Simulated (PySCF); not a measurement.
PySCF 2.14.0, PBE/def2-svp, df: Si(All)(H)(Me)2 (C=CC[SiH](C)C), 18 atoms. The geometry is a generated start, not checked to be a minimum at this level.

```
Property                       Value
-------------------  ---------------
task                          energy
method                           pbe
basis                       def2-svp
two-electron scheme  density fitting
mol.max_memory               3000 MB
mf.max_cycle                     100
mf.conv_tol          1e-09 (default)
mf.grids.level           3 (default)
basis functions                  148
grid points                   207472
```

```xyz
18

Si    -0.4502     0.8185     0.3713
C     -0.4100     1.1808    -1.4951
C     -2.2516     0.7824     0.9845
C      0.3469    -0.8906     0.7286
C      1.7798    -0.9423     0.3360
C      2.2813    -1.7303    -0.5985
H      0.2998     1.8594     1.0998
H      0.6103     1.2140    -1.8665
H     -0.8748     2.1363    -1.7201
H     -0.9395     0.4183    -2.0604
H     -2.7352     1.7417     0.8285
H     -2.3069     0.5568     2.0443
H     -2.8366     0.0325     0.4592
H     -0.2015    -1.6799     0.2143
H      0.2685    -1.0856     1.7997
H      2.4303    -0.2632     0.8741
H      3.3283    -1.7285    -0.8510
H      1.6612    -2.4200    -1.1486
```

With the defaults (mf.DIIS = CDIIS, mf.diis = true, mf.damp = 0, mf.diis_start_cycle = 1, mf.init_guess = minao, mf.diis_space = 8, mf.level_shift = 0) it converges in 13 Fock builds. One run each on 2 threads, 1 BLAS thread, with these changes:
- mf.DIIS = ADIIS
- mf.init_guess = atom
- mf.level_shift = 1 Hartree
- mf.damp = 0.3, mf.diis_start_cycle = 4
- mf.diis = false, mf.damp = 0.7, mf.diis_start_cycle = 999
- mf.diis_space = 5
- mf.diis_space = 3
- mf.DIIS = EDIIS
- mf.diis = false

**Question.** Name the settings that don't reach the solution of the defaults.

**Answer.** No convergence: mf.DIIS = EDIIS; mf.diis = false (the run ends without SCF convergence in 100 cycles). The rest reach the solution of the defaults.

```json
[
 {"setting": "the defaults", "Fock builds": "13", "end": "same solution"},
 {"setting": "mf.init_guess = atom", "Fock builds": "13", "end": "same solution"},
 {"setting": "mf.diis_space = 5", "Fock builds": "13", "end": "same solution"},
 {"setting": "mf.damp = 0.3, mf.diis_start_cycle = 4", "Fock builds": "15", "end": "same solution"},
 {"setting": "mf.DIIS = ADIIS", "Fock builds": "18", "end": "same solution"},
 {"setting": "mf.diis_space = 3", "Fock builds": "22", "end": "same solution"},
 {"setting": "mf.diis = false, mf.damp = 0.7, mf.diis_start_cycle = 999", "Fock builds": "25", "end": "same solution"},
 {"setting": "mf.level_shift = 1 Hartree", "Fock builds": "36", "end": "same solution"},
 {"setting": "mf.DIIS = EDIIS", "Fock builds": "101", "end": "no convergence"},
 {"setting": "mf.diis = false", "Fock builds": "101", "end": "no convergence"}
]
```
